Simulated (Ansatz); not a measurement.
The starting structures come from a database of crystals and need not be the phases stable at ambient conditions.

## Evanescent states of Zn(GaS2)2 (P-42m, not sure to be the ambient phase, 7 atoms a cell, 20.7 Å³ an atom) along the normal of (111)

These are PBEsol (plane waves, PAW; Ansatz, a program for electronic structure) values and carry that method's errors.

No gap correction and no spin-orbit coupling; mid-gap values are interpolated between computed energies.

Energies count from the valence-band top; κ is the least over a 6×6 mesh across the current.

```csv
E (eV),κ (1/Å),where
0.06,0.057,Γ
0.17,0.090,Γ
0.28,0.110,Γ
0.39,0.124,Γ
0.49,0.134,Γ
0.60,0.142,Γ
0.71,0.147,Γ
0.82,0.151,Γ
0.94,0.152,Γ
1.04,0.152,Γ
1.16,0.150,Γ
1.26,0.146,Γ
1.38,0.140,Γ
1.49,0.131,Γ
1.59,0.119,Γ
1.71,0.103,Γ
1.81,0.079,Γ
1.93,0.032,Γ
```

Task: How thick must the barrier be to attenuate the transmission by 10^4 when the electrodes' Fermi level lies at 0.28 eV, and what attenuation does that film give at 0.71 eV?

Result: d = 4 ln 10 / (2 × 0.110) = 41.9 Å. At 0.71 eV it gives 4 × 0.147/0.110 = 5.3 decades.
